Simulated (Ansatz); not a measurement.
Base system: BAs in the zinc blende structure (space group F-43m, No. 216; a = 4.7679 Å).

Computed with Ansatz (an electronic-structure program), PBEsol, PAW, cutoff 420 eV, without spin-orbit coupling.

Strains are applied to the cell and any free atomic positions relax.

One change was made to it. Results:

| quantity | base | after |
|---|---|---|
| energy relative to the base (free energy F) | 0 meV/atom | +36 meV/atom |
| width of the top valence band | 5.27 eV | 5.74 eV |
| band gap | 1.08 eV | 1.00 eV |
| smallest direct gap | 3.25 eV | 3.35 eV |

Problem. Which change produced these results?
A) isotropic strain −2.50 %
B) isotropic strain −2.00 %
C) isotropic strain +1.00 %

Solution. A, isotropic strain −2.50 %. For comparison, the energy relative to the base in the other runs: isotropic strain +1.00 % gives +5.2 meV/atom; isotropic strain −2.00 % gives +23 meV/atom.

No phonon test of stability was made.
